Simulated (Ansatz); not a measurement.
Point defects in TiSi2

The parent structure is a 12-atom supercell of TiSi₂ (space group Fddd, No. 70) at its relaxed geometry.

```xyz
12
Lattice="0.0000 4.0901 4.2499 4.7602 0.0000 0.0000 0.0000 4.0901 -4.2499" Properties=species:S:1:pos:R:3 pbc="T T T"
Si     2.3801     1.3393     0.0000
Si     4.7602     5.4294     0.0000
Si     2.3801     6.8409     0.0000
Si     4.7602     2.7508     0.0000
Si     3.5701     4.7959    -2.1250
Si     1.1900     4.7959     2.1250
Si     3.5701     3.3844     2.1250
Si     1.1900     3.3844    -2.1250
Ti     0.0000     0.0000     0.0000
Ti     2.3801     4.0901     0.0000
Ti     1.1900     2.0451     2.1250
Ti     3.5701     6.1352     2.1250
```

One neutral defect a cell, atoms relaxed at fixed cell.

Computed with PBEsol in Ansatz (plane waves to 420 eV, PAW, spin-orbit coupling left out).

```json
[
 {"change": "perfect supercell", "largest displacement of a host atom from its site in the perfect cell": "–", "pressure": "0.0 GPa"},
 {"change": "Si interstitial (started 1.58 Å from the nearest host atom)", "largest displacement of a host atom from its site in the perfect cell": "___", "pressure": "___"},
 {"change": "Ca on a Ti site", "largest displacement of a host atom from its site in the perfect cell": "0.18 Å", "pressure": "12.6 GPa"},
 {"change": "Pb on a Si site, symmetric start", "largest displacement of a host atom from its site in the perfect cell": "0.16 Å", "pressure": "12.7 GPa"},
 {"change": "Ru on a Si site, symmetric start", "largest displacement of a host atom from its site in the perfect cell": "0.22 Å", "pressure": "2.6 GPa"},
 {"change": "Ti vacancy", "largest displacement of a host atom from its site in the perfect cell": "0.08 Å", "pressure": "-2.6 GPa"}
]
```

Q: Complete the table.

A: 
- Si interstitial (started 1.58 Å from the nearest host atom), largest displacement of a host atom from its site in the perfect cell: 0.91 Å
- Si interstitial (started 1.58 Å from the nearest host atom), pressure: 18.5 GPa

In so small a cell the defect repeats every few ångströms: this is an ordered compound, not a dilute defect. Defects with a symmetric start kept the site's symmetry and may sit on a saddle; the others started slightly shaken. The final runs are not spin-polarised.

Ansatz is a program for electronic structure.
